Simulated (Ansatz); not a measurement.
# AlAs: uniaxial strain ε_yy = +0.55 %

Base system: AlAs in the zinc blende structure (space group F-43m, No. 216; a = 5.675 Å). Axes: x, y, z lie along the cube axes.

It is then changed as follows: the cell is stretched by 0.55 % along y with no lateral relaxation; the atoms relax in the strained cell.

The values are results of Ansatz (a quantum-chemistry and plane-wave program) PBEsol, no spin-orbit coupling, not measurements. Γ-centred 10×10×10 mesh, Fermi–Dirac width 0.05 eV.

| quantity | base | changed | shift |
|---|---|---|---|
| volume per atom | 22.84 Å³ | 22.97 Å³ | +0.13 Å³ |
| space group | F-43m (No. 216) | I-4m2 (No. 119) | – |
| shortest interatomic distance | 2.457 Å | 2.462 Å | +0.005 Å |
| energy relative to the base (free energy F) | 0 meV/atom | +0.2 meV/atom | +0.2 meV/atom |
| pressure (mean of the normal stresses, compression positive) | 0.00 GPa | -0.39 GPa | -0.39 GPa |
| band gap | 1.34 eV | 1.34 eV | -0.008 eV |
| gap character | – | indirect, Γ → X | – |
| smallest direct gap | 1.91 eV | 1.85 eV | -0.052 eV |
| electron mass | 0.87 mₑ along k, 0.24 mₑ across (at X) | 0.86 mₑ along k, 0.24 mₑ across (at X) | – |
| valence-band top at Γ (three highest levels, from the VBM) | 0.00, 0.00, 0.00 eV | 0.00, 0.00, -0.03 eV | – |
| valley order (the lowest conduction-band minima on the path, energy above the VBM, named in the base's zone) | X along ⟨100⟩ 1.34 eV; Γ 1.91 eV; L along ⟨111⟩ 2.05 eV | X along [001] 1.34 eV; X along [010] 1.36 eV; Γ 1.85 eV; L along [1-1-1] 2.02 eV | – |
| stress (xx, yy, zz, yz, xz, xy; compression positive) | – | (-0.29, -0.59, -0.29, 0.00, 0.00, 0.00) GPa | – |

Final structure:

```xyz
2
Lattice="0.0000 2.8530 2.8374 2.8374 0.0000 2.8374 2.8374 2.8530 0.0000" Properties=species:S:1:pos:R:3 pbc="T T T"
As     1.4187     1.4265     1.4187
Al     0.0000     0.0000     0.0000
```

Cost of the whole job for the changed cell (relaxation, final SCF and bands): roughly 18 core-seconds.

Effective masses come from finite differences of ±0.01 Å⁻¹. Along k means along the line from Γ to the band edge. Stability against distortions was not tested. k-point labels follow each cell's own Brillouin zone.
